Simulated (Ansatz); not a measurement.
Given:

```xyz
4
Lattice="3.1104 0.0000 0.0000 -1.5552 2.6937 0.0000 0.0000 0.0000 5.0695" Properties=species:S:1:pos:R:3 pbc="T T T"
Ga     0.0000     1.7958     0.0017
Ga     1.5552     0.8979     2.5365
N      0.0000     1.7958     1.9095
N      1.5552     0.8979     4.4442
```

No spin polarisation.

Calculations: DFT with PBEsol, PAW potentials and a 420 eV plane-wave cutoff in Ansatz (an electronic-structure program), no SOC. k-mesh 12×12×7 (Γ-centred); smearing 0.05 eV (Fermi–Dirac).

Question: Estimate the valence-band top at Γ (three highest levels, from the VBM).

Answer: 0.00, 0.00, -0.06 eV.

Question: What electron mass does the calculation give?

Answer: 0.19 mₑ along c, 0.21 mₑ across (at Γ).

Question: What is the computed gap character?

Answer: Direct at Γ.

Question: What is the computed width of the top valence band?

Answer: 3.06 eV.

Load acts through the strain it causes; cell and atoms are relaxed under it. Effective masses come from finite differences of ±0.01 Å⁻¹. Whether these cells are dynamically stable was not tested. Tetrahedral semiconductors of this kind turn to denser phases somewhere between about 1 and 50 GPa; those were not computed, so compressed cells here can lie past the real transition. The cell was made from GaN in the wurtzite structure (space group P6_3mc, No. 186) by this change: pressure 15 GPa.
